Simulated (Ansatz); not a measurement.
# Quick settings and what they miss: Rb2WCl6 (R-3m, 9 atoms in the cell)

Self-consistent single point.

```
Rb2WCl6
1.0
    3.56535     2.05845     5.86461
   -3.56535     2.05845     5.86461
    0.00000    -4.11691     5.86461
Rb W Cl
2 1 6
Direct
  0.74995   0.74995   0.74995
  0.25005   0.25005   0.25005
  0.00000   0.00000   0.00000
  0.23741   0.23741   0.76314
  0.76258   0.76258   0.23686
  0.76314   0.23741   0.23741
  0.23686   0.76258   0.76258
  0.23741   0.76314   0.23741
  0.76258   0.23686   0.76258
```
Moments meant for the start (each program seeds them in its own way; μB, in the order of the atoms Rb Rb W Cl Cl Cl Cl Cl Cl): 0.0 0.0 1.0 0.0 0.0 0.0 0.0 0.0 0.0.

Method of the run: LDA (PW92), default PAW files made with PBE (plane waves; Ansatz, a program for electronic structure).

Base settings: basis.ecutwfc = 420 eV; kpoints.mp_grid.grid = 4 4 4; hamiltonian.xc = lda; hamiltonian.pseudopotentials = {kind: paw} (the program's default PAW files); magnetization.spin_polarized = true; scf.occupations.method = cold; scf.occupations.width = 0.136 eV.

Tight run (finer mesh or higher cutoff; not a proven limit): basis.ecutwfc: 420 eV → 590 eV; kpoints.mp_grid.grid: 4 4 4 → 6 6 6; scf.convergence.dr2_threshold: default (1e-07 eV) → 1e-09 eV. It gave Fermi level (on the code's own zero) 4.48 eV; pressure -3.61 GPa; largest force (vector length) 0.545 eV/Å; size of the cell's spin moment 2.00 μB.

Quick runs, as changes from the base:
- A: the base itself
- B: basis.ecutwfc: 420 eV → 250 eV; kpoints.mp_grid.grid: 4 4 4 → 1 1 1; hamiltonian.xc: lda → pbesol; scf.occupations.method: cold → methfessel_paxton; scf.occupations.width: 0.136 eV → 0.5 eV; kpoints.mp_grid.shift: default → 0.5 0.5 0.5 [PBEsol]
- C: hamiltonian.xc: lda → pbesol; scf.occupations.method: cold → gaussian; scf.occupations.width: 0.136 eV → 0.272 eV; kpoints.mp_grid.shift: default → 0.5 0.5 0.5; scf.convergence.dr2_threshold: default (1e-07 eV) → 0.0001 eV [PBEsol]
- D: basis.ecutwfc: 420 eV → 250 eV; kpoints.mp_grid.grid: 4 4 4 → 6 6 6; kpoints.mp_grid.shift: default → 0.5 0.5 0.5
- E: basis.ecutwfc: 420 eV → 210 eV; kpoints.mp_grid.grid: 4 4 4 → 2 2 2

Energies are extrapolated to zero smearing width, which holds to low order in the width alone.

Dashes: energy of B, C, another energy zero.

† marks runs with another functional, U, potentials or spin treatment: their distance from the tight run is not a convergence error alone.

The count of work is k-points × plane waves × bands × iterations; it is no time. 

Pressures in the table are Ansatz's without its Pulay estimate, at a fixed set of plane waves; the tight run's value above holds the estimate.

The starting cell comes from a database of computed structures (which also holds hypothetical and non-ambient phases and stackings), without a prior relaxation at this level. Its lattice was rescaled by a random factor within 2.5 % of one. With one magnetic atom in the cell only a parallel order is possible. In the base run, with a pressure of about -4 GPa the cell is away from its equilibrium volume at this level.

```tsv
run	energy less tight (meV/atom)	pressure less tight (GPa)	largest miss in a force vector (eV/Å)	count of work / tight
A	0.6	0.00	0.001	0.21
B†	–	-1.62	0.220	0.0071
C†	–	1.96	0.154	0.11
D	119.1	-4.26	0.054	0.19
E	530.0	-14.59	0.043	0.021
```

Among the runs at the tight run's level, the energy misses run from 0.6 to 530.0 meV/atom.

Left out of this page: 1 run of the series outside the window shown, repeating another row's setting, or not comparable.

Keys are those of Ansatz 0.2.
